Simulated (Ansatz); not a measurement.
The starting structures come from a database of crystals and need not be the phases stable at ambient conditions.

 Where the default PAW files enter, the runs use the earlier of Ansatz's two default sets.

Tunnelling through a barrier is set by its complex band structure: the current falls as exp(−2κd) with the smallest κ.

Here is the system:

```xyz
12
Lattice="4.9175 0.0000 0.0000 0.0000 5.3115 0.0000 0.0000 0.0000 8.3695" Properties=species:S:1:pos:R:3 pbc="T T T"
Sn     3.5965     5.2846     5.2127
Sn     3.7797     0.0269     1.0280
Sn     1.1377     2.6827     3.1568
Sn     1.3210     2.6288     7.3415
F      4.4735     1.2269     6.7061
F      2.9026     4.0846     2.5213
F      2.0148     1.4289     1.6634
F      0.4439     3.8827     5.8481
F      2.3174     4.6730     8.0022
F      0.1414     0.6385     3.8174
F      4.7761     3.2943     0.3673
F      2.6001     2.0173     4.5520
```

Space group of this cell: P2_12_12_1. The cell was relaxed by PBE-D3(BJ); by r2SCAN its mean pressure is -2.3 GPa.

Transport runs along the normal of the first two printed cell vectors.

No gap correction and no spin-orbit coupling; mid-gap values are interpolated between computed energies.

Problem. Predict the band gap and the smallest decay constant κ at mid-gap from r2SCAN (Ansatz, a first-principles code).

Solution. Gap 3.68 eV on a 6×6×4 mesh; κ = 0.530 1/Å, at (0.500, 0.000) of the in-plane reciprocal vectors. At the zone centre, at the nearest computed energy, the slowest state has κ = 0.56 1/Å.
